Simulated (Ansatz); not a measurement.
A computed series for Pt: response to strain

Base system: Pt in the fcc (Cu type) structure (space group Fm-3m, No. 225; a = 3.9418 Å; relaxed with 0.1 eV smearing). Axes: x, y, z lie along the cube axes.

Strains are applied to the cell and any free atomic positions relax.

The values are results of r2SCAN/PAW in Ansatz (a first-principles code), no SOC, not measurements.

Notes on the quantities. energy relative to the base: free energy F.

```json
[
 {"uniaxial strain ε_zz (%)": "-3", "energy relative to the base (meV/atom)": "15.2"},
 {"uniaxial strain ε_zz (%)": "-2.5", "energy relative to the base (meV/atom)": "10.4"},
 {"uniaxial strain ε_zz (%)": "-2", "energy relative to the base (meV/atom)": "?"},
 {"uniaxial strain ε_zz (%)": "-1.5", "energy relative to the base (meV/atom)": "3.7"},
 {"uniaxial strain ε_zz (%)": "-1", "energy relative to the base (meV/atom)": "1.6"},
 {"uniaxial strain ε_zz (%)": "-0.5", "energy relative to the base (meV/atom)": "0.4"},
 {"uniaxial strain ε_zz (%)": "0", "energy relative to the base (meV/atom)": "0.0"}
]
```

Q: Fit ΔE = Aε² + Bε³ (ε in %) to the rows shown and predict the withheld row.

A: Least squares on the printed values gives A = 1.57 and B = -0.038 meV/atom (largest residual 0.0 meV/atom); this predicts 6.6 meV/atom, and the run gives 6.6 meV/atom, in agreement.

No phonon test of stability was made. All final runs are without spin polarisation.
